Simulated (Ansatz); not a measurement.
Hypothetical P4_2/mnm BP: pressure series

Take BP (space group P4_2/mnm, No. 136; a hypothetical phase, not in the database extracts checked) as the base.

```
CELL_PARAMETERS angstrom
      5.56855     0.00000     0.00000
      0.00000     5.56855     0.00000
      0.00000     0.00000     3.20543
ATOMIC_POSITIONS crystal
  B  0.32171 0.67829 0.00000
  B  0.67829 0.32171 0.00000
  B  0.82171 0.82171 0.50000
  B  0.17829 0.17829 0.50000
  P  0.31938 0.31938 0.00000
  P  0.68062 0.68062 0.00000
  P  0.18062 0.81938 0.50000
  P  0.81938 0.18062 0.50000
```

Cell and atoms are relaxed at each pressure.

All numbers come from PBE (Ansatz, a program for electronic structure; PAW; 420 eV plane waves; without spin-orbit coupling).

Notes on the quantities. enthalpy: H = E + PV relative to the base's energy.

```json
[
 {"change": "base", "band gap": "0.47 eV", "enthalpy": "–", "c/a ratio": "0.576", "width of the top valence band": "3.62 eV"},
 {"change": "pressure −2 GPa", "band gap": "0.52 eV", "enthalpy": "-0.16 eV/atom", "c/a ratio": "0.575", "width of the top valence band": "(withheld)"},
 {"change": "pressure −1 GPa", "band gap": "0.50 eV", "enthalpy": "-0.08 eV/atom", "c/a ratio": "0.575", "width of the top valence band": "3.59 eV"},
 {"change": "pressure 0.3 GPa", "band gap": "0.46 eV", "enthalpy": "+0.02 eV/atom", "c/a ratio": "0.576", "width of the top valence band": "3.63 eV"},
 {"change": "pressure 0.7 GPa", "band gap": "0.45 eV", "enthalpy": "+0.05 eV/atom", "c/a ratio": "0.576", "width of the top valence band": "3.64 eV"},
 {"change": "pressure 1.5 GPa", "band gap": "0.43 eV", "enthalpy": "+0.12 eV/atom", "c/a ratio": "0.576", "width of the top valence band": "(withheld)"},
 {"change": "pressure 3 GPa", "band gap": "0.40 eV", "enthalpy": "+0.23 eV/atom", "c/a ratio": "0.576", "width of the top valence band": "3.69 eV"},
 {"change": "pressure 5 GPa", "band gap": "0.35 eV", "enthalpy": "+0.38 eV/atom", "c/a ratio": "0.577", "width of the top valence band": "3.74 eV"},
 {"change": "pressure 7.5 GPa", "band gap": "0.29 eV", "enthalpy": "+0.57 eV/atom", "c/a ratio": "0.577", "width of the top valence band": "3.80 eV"},
 {"change": "pressure 10 GPa", "band gap": "0.24 eV", "enthalpy": "+0.75 eV/atom", "c/a ratio": "0.578", "width of the top valence band": "3.85 eV"}
]
```

Task: Fill in the withheld entries from the trend.

Result: 
- pressure −2 GPa, width of the top valence band: 3.57 eV
- pressure 1.5 GPa, width of the top valence band: 3.66 eV

Load acts through the strain it causes; cell and atoms are relaxed under it. Whether these cells are dynamically stable was not tested. No other phases were tried under pressure. The zero or small gap of BP under pressure 7.5 GPa and BP under pressure 10 GPa can change with the level of theory.
